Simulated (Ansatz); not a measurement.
**Several settings converged on a (100) slab of LaO2 (cut from a parent of space group no. 11; 12 atoms in the cell)**

```
CELL_PARAMETERS angstrom
      3.94590     0.00000     0.00000
      0.00000     6.38294     0.00000
      0.00000     0.00000    21.03721
ATOMIC_POSITIONS crystal
  La 0.75000 0.87169 0.46050
  La 0.25000 0.54399 0.33724
  O  0.75000 0.29155 0.33274
  O  0.25000 0.12412 0.46499
  O  0.75000 0.76728 0.34940
  O  0.25000 0.64839 0.44834
  La 0.75000 0.75482 0.66276
  La 0.25000 0.42712 0.53951
  O  0.75000 0.17468 0.53501
  O  0.25000 0.00726 0.66726
  O  0.75000 0.65041 0.55166
  O  0.25000 0.53153 0.65060
```

Base method: PBEsol, default PAW files made with PBE (plane waves; Ansatz, a quantum-chemistry and plane-wave program).

Base settings: basis.ecutwfc = 420 eV; kpoints.mp_grid.grid = 5 3 1; hamiltonian.xc = pbesol; hamiltonian.pseudopotentials = {kind: paw} (the program's default PAW files); scf.occupations.method = gaussian; scf.occupations.width = 0.1 eV.

The count of work is k-points × plane waves × bands × iterations; it is no time. Core times come from one kind of shared machine, to one figure; runs under 30 s give none.

**The vacuum**

The mesh stays at the base's, so the ladder's end is converged at best in this setting alone.

Only quantities that move along the ladder and can be compared are tabulated.

```tsv
vacuum between outermost atoms (Å)	free energy less the last step's (meV/atom)	largest difference of a force vector from the last step's (eV/Å)	count of work / last
3.0	-31.67	0.613	0.27
4.0	-2.00	0.190	0.30
5.0	1.91	0.073	0.32
6.0	1.14	0.031	0.35
7.0	0.53	0.012	0.38
8.0	0.19	0.005	0.41
10.0	0.00	0.001	0.46
12.0	0.01	0.000	0.51
14.0	-0.01	0.000	0.57
17.0	-0.02	0.000	0.65
20.0	-0.01	0.000	0.73
25.0	-0.02	0.000	0.87
30.0	0.00	0.000	1.0
```

Smallest vacuum between outermost atoms (Å) that holds the free energy within 5 meV/atom of the last step, with all finer ones: 4.0, at 0.30 of the last step's count of work; the step before is off by 32 meV/atom.

Smallest vacuum between outermost atoms (Å) that holds the forces within 0.01 eV/Å of the last step, with all finer ones: 8.0, at 0.41 of the last step's count of work; the step before is off by 0.012 eV/Å.

**The k-point mesh**

Only quantities that move along the ladder and can be compared are tabulated.

```csv
kpoints.mp_grid.grid,free energy less the last step's (meV/atom),largest difference of a force vector from the last step's (eV/Å),count of work / last,core time / last (rough)
2 1 1,39.24,0.439,0.031,–
2 2 1,19.83,0.316,0.055,–
3 2 1,-7.69,0.100,0.048,–
4 3 1,0.52,0.064,0.077,–
5 3 1,-0.96,0.026,0.071,–
5 4 1,-0.38,0.028,0.12,–
6 4 1,-0.01,0.015,0.15,0.2
7 5 1,-0.02,0.008,0.14,0.1
8 5 1,-0.01,0.003,0.18,0.2
10 6 1,0.01,0.001,0.29,0.3
11 7 1,0.01,0.000,0.29,0.3
13 8 1,0.01,0.000,0.42,0.4
16 10 1,0.01,0.000,0.64,0.6
18 12 1,0.01,0.000,0.83,0.8
22 13 1,0.00,0.000,1.0,1
```

Coarsest kpoints.mp_grid.grid that holds the forces within 0.02 eV/Å of the last step, with all finer ones: 6 4 1, at 0.15 of the last step's count of work and about 0.2 of the last step's time; the step before is off by 0.028 eV/Å.

Coarsest kpoints.mp_grid.grid that holds the free energy within 2 meV/atom of the last step, with all finer ones: 4 3 1, at 0.077 of the last step's count of work; the step before is off by 7.7 meV/atom.

**The plane-wave cutoff**

The mesh stays at the base's, so the ladder's end is converged at best in this setting alone.

Only quantities that move along the ladder and can be compared are tabulated.

| basis.ecutwfc | free energy less the last step's (meV/atom) | largest difference of a force vector from the last step's (eV/Å) | count of work / last |
|---|---|---|---|
| 210 eV | 3681.13 | 0.710 | 0.14 |
| 250 eV | 1322.47 | 0.216 | 0.16 |
| 295 eV | 370.33 | 0.030 | 0.22 |
| 355 eV | 54.35 | 0.011 | 0.27 |
| 420 eV | 4.55 | 0.001 | 0.36 |
| 505 eV | 0.54 | 0.001 | 0.47 |
| 630 eV | 0.24 | 0.000 | 0.65 |
| 840 eV | 0.00 | 0.000 | 1.0 |

Coarsest basis.ecutwfc that holds the forces within 0.02 eV/Å of the last step, with all finer ones: 355 eV, at 0.27 of the last step's count of work; the step before is off by 0.030 eV/Å.

Coarsest basis.ecutwfc that holds the free energy within 2 meV/atom of the last step, with all finer ones: 505 eV; the step before is off by 4.6 meV/atom.

On the base run: the starting cell comes from a database of computed structures (which also holds hypothetical and non-ambient phases and stackings), without a prior relaxation at this level. The slab is cut from that crystal, and its faces are unrelaxed. Its lattice was rescaled by up to half a per cent. Spin polarisation is off, though cut faces can carry moments; the slab shows no gap. In the base run, forces exceed 1 eV/Å.

Left out of this page: 1 run of the series outside the window shown, repeating another row's setting, or not comparable.

Keys are those of Ansatz 0.2.
